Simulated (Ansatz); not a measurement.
We consider antifluorite Mg₂C (high-pressure phase), described by PBE (Ansatz, a quantum-chemistry and plane-wave program, PAW).

Run with plane-wave cutoff 520 eV, 12×12×12 k mesh, scalar-relativistic PAW data made under PBE.

Computed at the level's own relaxed cell.

Elastic tensor (GPa, Voigt notation, ions relaxed):

```
  274.9    -1.4    -1.4     0.0     0.0     0.0
   -1.4   274.9    -1.4     0.0     0.0     0.0
   -1.4    -1.4   274.9     0.0     0.0     0.0
    0.0     0.0     0.0    52.7     0.0     0.0
    0.0     0.0     0.0     0.0    52.7     0.0
    0.0     0.0     0.0     0.0     0.0    52.7
```

Q: Work out the Voigt, Reuss and Hill averages of the bulk and shear moduli, Young's modulus and Poisson's ratio from the printed constants.

A: K_V = [C11 + C22 + C33 + 2(C12 + C13 + C23)]/9 = [824.7 + 2 × -4.2]/9 = 90.7 GPa. G_V = [824.7 − -4.2 + 3 × 158.1]/15 = 86.9 GPa. From the compliances S = C⁻¹, K_R = 90.7 and G_R = 70.0 GPa. Hill means: K = 90.7, G = 78.5 GPa. E = 9KG/(3K + G) = 183 GPa, ν = (3K − 2G)/(6K + 2G) = 0.16, K/G = 1.16.

Static lattice: no zero-point or thermal effects.
